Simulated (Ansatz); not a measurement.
Take HfO2 (space group P4_2/nmc, No. 137; a = 3.567 Å, c = 5.166 Å) as the base. Axes: x, y, z lie along a, b, c of the conventional cell.

Perturbation: uniaxial stress, 2 GPa compression along z; all other stress components relax to zero.

Levels (all Ansatz, a program for electronic structure, PAW): PBEsol (420 eV, spin-orbit coupling left out); HSE06 (420 eV, without spin-orbit coupling).

The geometry is relaxed with PBEsol.

| Quantity | Value |
|---|---|
| PBEsol lowest conduction level above the VBM at special points | Γ 4.55 eV; X 4.98 eV; R 5.17 eV |

**Question.** How does going to HSE06 change the lowest conduction level above the VBM at special points?

**Answer.** The lowest conduction level above the VBM at special points goes from Γ 4.55 eV; X 4.98 eV; R 5.17 eV to Γ 6.32 eV; X 6.77 eV; R 6.99 eV.

Single points use the geometry relaxed with PBEsol. The hybrid gap comes from the SCF mesh plus the semilocal run's edge points and a few special points and is an upper bound. The levels and masses belong to the bands next to the band gap. Load acts through the strain it causes; cell and atoms are relaxed under it. Beyond what the load breaks, stability against distortions was not tested. This is not the structure that HfO2 has at room temperature and ambient pressure.
